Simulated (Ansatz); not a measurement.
Seebeck coefficient (μV/K, mean over directions) of n-type Li$_{3}$OBr (Pm-3m) against carrier density, PBEsol, rigid bands run with Ansatz (a quantum-chemistry and plane-wave program). Computed gap 4.32 eV; densities at which minority carriers matter at this gap, or further valleys turn the trend, are left out. Conductivity mass 0.40 mₑ (harmonic mean over directions), N_c = 2.4e19 cm⁻³ at 300 K.

```json
[
 {"electron density": "1e16 cm⁻³", "300 K": "-889", "500 K": "…"},
 {"electron density": "1e17 cm⁻³", "300 K": "…", "500 K": "-759"},
 {"electron density": "1e18 cm⁻³", "300 K": "-492", "500 K": "-561"},
 {"electron density": "3e18 cm⁻³", "300 K": "-398", "500 K": "…"},
 {"electron density": "1e19 cm⁻³", "300 K": "-297", "500 K": "-364"},
 {"electron density": "3e19 cm⁻³", "300 K": "-208", "500 K": "-273"},
 {"electron density": "1e20 cm⁻³", "300 K": "-123", "500 K": "-179"},
 {"electron density": "3e20 cm⁻³", "300 K": "-68", "500 K": "-109"},
 {"electron density": "1e21 cm⁻³", "300 K": "-37", "500 K": "-60"}
]
```

### Question
Complete the blanks.

### Answer

- 1e16 cm⁻³, 500 K: -958
- 1e17 cm⁻³, 300 K: -691
- 3e18 cm⁻³, 500 K: -467

Rigid bands with a gap fixed in temperature, one relaxation time for all states, no polarons or phonon drag, and whether or not such doping can be reached. Spin-orbit coupling is left out.

Computed structure with no diffraction record at hand here (it may be known, metastable or hypothetical): Li3OBr (Pm-3m).
